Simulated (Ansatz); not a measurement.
The reference is Ca in the fcc (Cu type) structure (space group Fm-3m, No. 225; relaxed with 0.1 eV smearing).

```
Ca
1.0
    0.00000     2.72790     2.72790
    2.72790     0.00000     2.72790
    2.72790     2.72790     0.00000
Ca
1
Cartesian
  0.00000   0.00000   0.00000
```

Computed with DFT with PBEsol, PAW potentials and a 420 eV plane-wave cutoff in Ansatz (a quantum-chemistry and plane-wave program), no SOC.

For the base:

```
Item       Result
--------  -------
Pressure  0.0 GPa
Band gap     zero
```

Now apply this change: an isotropic linear strain of +2.50 %; the atoms relax in the strained cell.

### Question
What happens to the pressure?

### Answer
The pressure goes from zero to -1.2 GPa.

### Question
What happens to the energy relative to the base?

### Answer
The energy increases by 12 meV/atom.

### Question
What happens to the band gap?

### Answer
The band gap is still zero.

Stability against distortions was not tested.
